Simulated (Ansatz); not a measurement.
## (Al,Ti)N: Al₅Ti₃N₈

A 16-atom cell of (Al,Ti)N started in the rock salt structure, site fractions Al 0.625, Ti 0.375, short-range order -0.07 among the nearest mixed sites of the first mixed sublattice (0 is random, a negative value favours unlike neighbours), space group R-3m at the end, an ordered arrangement that its symmetry holds.

Computed with PBE (plane waves to 420 eV, PAW; Ansatz, a first-principles code). Scalar-relativistic, without spin–orbit coupling; the runs are not spin-polarised. Its k-point mesh 5×5×5, Fermi–Dirac width 0.05 eV.

The volume per atom comes out as 8.94 Å³. The Al–N bonds (within 1.22 times the sum of covalent radii) is 2.047 Å on average, from 2.021 to 2.080 (30). The N–Ti bonds (within 1.22 times the sum of covalent radii) is 2.126 Å on average, from 2.123 to 2.133 (18).

```yaml
crystal:
  lattice:
    - [-0.05060, 4.17712, 4.17712]
    - [4.12652, 0.00000, 4.12652]
    - [4.12652, 4.12652, 0.00000]
  atoms:
    - { symbol: Ti, position: [0.00000, 0.00000, 0.00000] }
    - { symbol: Ti, position: [0.00000, 0.00000, 0.50000] }
    - { symbol: Al, position: [0.00001, 0.50000, 0.00000] }
    - { symbol: Ti, position: [0.00000, 0.50000, 0.50000] }
    - { symbol: Al, position: [0.50000, 0.00000, 0.00000] }
    - { symbol: Al, position: [0.50001, 0.00000, 0.50000] }
    - { symbol: Al, position: [0.50000, 0.50000, 0.00000] }
    - { symbol: Al, position: [0.50000, 0.50000, 0.50000] }
    - { symbol: N, position: [0.26127, 0.24977, 0.23919] }
    - { symbol: N, position: [0.26127, 0.24977, 0.74977] }
    - { symbol: N, position: [0.26975, 0.74342, 0.24342] }
    - { symbol: N, position: [0.26127, 0.73919, 0.74977] }
    - { symbol: N, position: [0.73872, 0.26081, 0.25023] }
    - { symbol: N, position: [0.73025, 0.25658, 0.75658] }
    - { symbol: N, position: [0.73872, 0.75023, 0.25023] }
    - { symbol: N, position: [0.73872, 0.75023, 0.76082] }
```
